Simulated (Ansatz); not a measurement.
The parent structure is LaAs in the CsCl type structure (space group Pm-3m, No. 221; a = 3.7443 Å; a hypothetical phase, not in the database extracts checked).

(Cell as relaxed with PBE.)

Levels (all Ansatz, a first-principles code, PAW): PBE (420 eV, no spin-orbit coupling); PBEsol (420 eV, scalar-relativistic without spin-orbit coupling).

Each level relaxes its own structure.

| quantity | PBE | PBEsol |
|---|---|---|
| volume per atom | 26.25 Å³ | … |
| lattice parameter a | 3.744 Å | … |
| band gap | zero | … |

Question: What does PBEsol give?

Answer: 
- volume per atom, PBEsol: 25.03 Å³
- lattice parameter a, PBEsol: 3.685 Å
- band gap, PBEsol: zero

PBE's volume per atom lies 1.22 Å³ above PBEsol's (4.9 %); PBE's lattice parameter a lies 0.059 Å above PBEsol's (1.6 %); the two agree on the band gap. Neither level is exact; PBEsol is the comparison here, not a measurement.

Stability against distortions was not tested. The final runs are not spin-polarised.
